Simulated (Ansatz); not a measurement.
The reference is HgS in the zinc blende structure (space group F-43m, No. 216).

```
HgS
1.0
    0.00000     2.90597     2.90597
    2.90597     0.00000     2.90597
    2.90597     2.90597     0.00000
Hg S
1 1
Direct
  0.00000   0.00000   0.00000
  0.25000   0.25000   0.25000
```

Calculations: Kohn–Sham DFT with the LDA functional, run in Ansatz (a program for electronic structure) with PAW and 420 eV plane waves, spin-orbit coupling left out.

For the base:

| Item | Result |
|---|---|
| Lattice parameter a | 5.812 Å |
| Band gap | zero |

Perturbation: cell and atoms relaxed at a pressure of 30 GPa.

What happens to the lattice parameter a?

The lattice parameter a decreases by 0.457 Å, from 5.812 Å to 5.355 Å.

What does the calculation give for the band gap after the change?

The band gap stays zero.

A case with no gap was solved on a k-mesh chosen for an insulator, which is coarse for it. With Hg present, leaving out spin-orbit coupling can change the band edges. Load acts through the strain it causes; cell and atoms are relaxed under it. No phonon test of stability was made. Tetrahedral semiconductors of this kind turn to denser phases somewhere between about 1 and 50 GPa; those were not computed, so compressed cells here can lie past the real transition. The final runs are not spin-polarised. A zero or small gap of HgS can be the functional's error rather than a property of the material.
